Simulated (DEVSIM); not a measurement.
Device: abrupt Si p-n junction, at 500 K.

Layer 1 from the left is Si, thickness (μm) 0.660, Na (cm⁻³) 2.1e18, τn (s) 0.00011, τp (s) 0.00011. Layer 2 from the left is Si, thickness (μm) 4.60, Nd (cm⁻³) 8.7e16, τn (s) 0.00011, τp (s) 0.00011.

Left contact: ohmic. Right contact: ohmic. Voltage is applied to the left contact. Recombination: SRH at mid-gap, Auger. Mobility is constant in doping.

The device is made up for the run: typed textbook-type constants, with dimensions and the other settings drawn at random. Values at 300 K; Nc and Nv go as T^1.5, mobilities as T to minus their exponent, the gap by Varshni's rule with the affinity fixed.

Si: gap (eV) 1.124, affinity (eV) 4.05, permittivity 11.7, Nc (cm⁻³) 2.86e19, Nv (cm⁻³) 3.1e19, μn (cm²/Vs) 1417, μp (cm²/Vs) 470, T exponent of μn 2.3, T exponent of μp 2.2, Cn (cm⁶/s) 2.8e-31, Cp (cm⁶/s) 9.9e-32, Varshni α (eV/K) 0.000473, Varshni β (K) 636.

Estimate by hand the built-in potential, the peak field at zero bias, and compare with a numerical solution.


- Built-in potential: ni = √(Nc Nv) exp(−Eg/2kT) = 2.74e14 cm⁻³ with Eg = 1.065 eV; Vbi = kT/q ln(Na Nd/ni²) = 0.634 V; numerical 0.634 V.
- Peak field at zero bias: depletion approximation: W = √(2εVbi/(qN)) = 0.0990 μm with N = 8.35e16 cm⁻³; field = 2Vbi/W = 128000 V/cm; numerical 143000 V/cm (estimate below by 10 %).

Simulated with DEVSIM: 1D drift-diffusion, Boltzmann statistics, complete ionisation; no tunnelling, impact ionisation, image-force lowering or self-heating.
